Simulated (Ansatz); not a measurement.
System: L1₂ (Cu3Au-type) Ni3Fe. Method: RPBE in Ansatz (PAW).

Settings: plane-wave cutoff 520 eV, 16×16×16 k mesh, Fermi–Dirac smearing 0.05 eV, spin-polarised with parallel moments, scalar-relativistic PAW data made under PBE.

The cell is scaled about its equilibrium volume:

```
V (Å³/atom)  P (GPa)  moment (μB per cell of 4 atoms)
-----------  -------  -------------------------------
10.775         12.69                             4.82
11.005          7.96                             4.85
11.234          3.74                             4.88
11.463         -0.01                             4.91
11.693         -3.35                             4.93
11.922         -6.31                             4.96
12.151         -8.94                             4.99
```

Ansatz is an electronic-structure program.
